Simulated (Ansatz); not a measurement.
OH on the 1x1 (100) surface of fcc Cu, one in a 2x2 cell: adsorption energies (eV for each) against H2O(g) − ½ H2(g) in Ansatz (plane waves, PAW). Structures relaxed with PBE; the other functionals are single points on them, with slab and gas at the same level. No dispersion, zero-point or thermal terms. Rows are starts at which the adsorbate stayed; left out, since it moved away, changed or didn't bind there, or the run didn't converge: top Cu.

Set-up: 18 atoms, 5.3 Å thick at the start under the adsorbate (thin: gaps and levels are the slab's own); mesh 6x6x1; 0.1 eV smearing; dipole correction on; 8 atoms held, the rest relaxed; each run with such symmetry as its start has; spin-polarised, no spin-orbit, no U, no dispersion correction.

```json
[
 {"site": "hollow Cu-Cu-Cu-Cu over Cu at depth 1.8 Å", "PBE": "0.05", "RPBE": "[?]", "r2SCAN": "-0.29"},
 {"site": "bridge Cu-Cu (span 2.6 Å)", "PBE": "0.01", "RPBE": "[?]", "r2SCAN": "-0.27"}
]
```

**Question.** Some entries are withheld; supply them.

**Answer.** 
- hollow Cu-Cu-Cu-Cu over Cu at depth 1.8 Å, RPBE: 0.26
- bridge Cu-Cu (span 2.6 Å), RPBE: 0.19

RPBE moves the energies by 0.20 eV on average against PBE and puts 'bridge Cu-Cu (span 2.6 Å)' lowest, as PBE does. r2SCAN moves the energies by -0.31 eV on average against PBE and the two lowest sites lie within 0.02 eV at one of the levels.

Ansatz is an electronic-structure program.
